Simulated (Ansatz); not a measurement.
## Hypothetical R3m AlZnInO4, pressure series

The reference is AlZnInO₄ (space group R3m, No. 160; a = 3.2923 Å, c = 25.9221 Å (hexagonal axes); a hypothetical phase, not in the database extracts checked).

Cell and atoms are relaxed at each pressure.

The values are results of PBE (Ansatz, a quantum-chemistry and plane-wave program; PAW; 420 eV plane waves; scalar-relativistic without spin-orbit coupling), not measurements.

```csv
pressure (GPa),volume per atom (Å³/atom)
-1,11.660
0,11.588
0.3,11.566
0.7,11.539
1.5,11.483
3,11.384
5,11.258
7.5,?
10,10.973
```

Fit the third-order Birch–Murnaghan form P(V) = (3B₀/2)[(V₀/V)^(7/3) − (V₀/V)^(5/3)]·[1 + (3/4)(B₀′ − 4)((V₀/V)^(2/3) − 1)] (squares taken in P) to the rows shown and predict the withheld row.

Least squares on the printed values gives V₀ = 11.588 Å³/atom, B₀ = 163 GPa, B₀′ = 4.4; this predicts 11.111 Å³/atom, and the run gives 11.111 Å³/atom, in agreement.

Load acts through the strain it causes; cell and atoms are relaxed under it. Whether these cells are dynamically stable was not tested. Competing high-pressure phases were not computed.
